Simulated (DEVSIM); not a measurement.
System: InP/In0.53Ga0.47As p-n heterojunction, at 300 K.

| layer (left to right) | material | thickness (μm) | Nd (cm⁻³) | Na (cm⁻³) | τn (s) | τp (s) |
|---|---|---|---|---|---|---|
| 1 | InP | 0.150 | - | 1.1e18 | 8.3e-10 | 8.3e-10 |
| 2 | In0.53Ga0.47As | 1.60 | 2.6e15 | - | 8.3e-10 | 8.3e-10 |

Left contact: ohmic. Right contact: ohmic. Voltage is applied to the left contact. Recombination: SRH at mid-gap, Auger. Mobility is μmin + (μ − μmin)/(1 + (N/Nref)^α).

The device is made up for the run: typed textbook-type constants, with dimensions and the other settings drawn at random. Values at 300 K.

| parameter | InP | In0.53Ga0.47As |
|---|---|---|
| gap (eV) | 1.344 | 0.74 |
| affinity (eV) | 4.38 | 4.51 |
| permittivity | 12.5 | 13.9 |
| Nc (cm⁻³) | 5.7e17 | 2.1e17 |
| Nv (cm⁻³) | 1.1e19 | 7.7e18 |
| μn (cm²/Vs) | 5200 | 12000 |
| μp (cm²/Vs) | 170 | 300 |
| μn,min | 400 | 300 |
| μp,min | 10 | 10 |
| Nref,n | 3e17 | 1.3e17 |
| Nref,p | 4.9e17 | 4.9e17 |
| αn | 0.47 | 0.48 |
| αp | 0.62 | 0.4 |
| Cn (cm⁶/s) | 9e-31 | 5e-29 |
| Cp (cm⁶/s) | 9e-31 | 5e-29 |

DEVSIM, 1D drift-diffusion, Boltzmann statistics, complete ionisation; no tunnelling, impact ionisation, image-force lowering or self-heating. Band offsets follow the typed affinities; no thermionic-emission limit at abrupt steps, no polarisation charge.

The thickness of layer 2 was swept, all else fixed.

```tsv
thickness of layer 2 (μm)	dark forward voltage at 1 A/cm² (V)	dark forward voltage at 100 A/cm² (V)
0.32	0.276	0.550
0.56	0.308	0.580
0.96	0.324	0.599
1.6	0.330	0.611
2.7	0.331	0.617
4.8	0.331	0.622
8	0.331	0.630
```

From the first row to the last the dark forward voltage at 1 A/cm² goes from 0.276 to 0.331. From the first row to the last the dark forward voltage at 100 A/cm² goes from 0.550 to 0.630.
